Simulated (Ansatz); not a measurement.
Take C in the diamond structure (space group Fd-3m, No. 227; a = 3.532 Å) as the base. Axes: x, y, z lie along the cube axes.

Method: LDA in Ansatz (plane waves to 420 eV, PAW, no spin-orbit coupling).

Before the change:

```
Quantity              Result
-------------------  -------
Smallest direct gap  5.62 eV
```

Perturbation: a pure shear with ε_xy = ε_yx = 0.0029; the atoms relax in the strained cell.

Question: What does the calculation give for the stress after the change?

Answer: The stress (xx, yy, zz, yz, xz, xy; compression positive) is (0.02, 0.02, -0.01, 0.00, 0.00, -3.44) GPa.

Question: What happens to the smallest direct gap?

Answer: The smallest direct gap decreases by 0.095 eV, from 5.62 eV to 5.53 eV.

Stability against distortions was not tested.

Ansatz is a quantum-chemistry and plane-wave program.
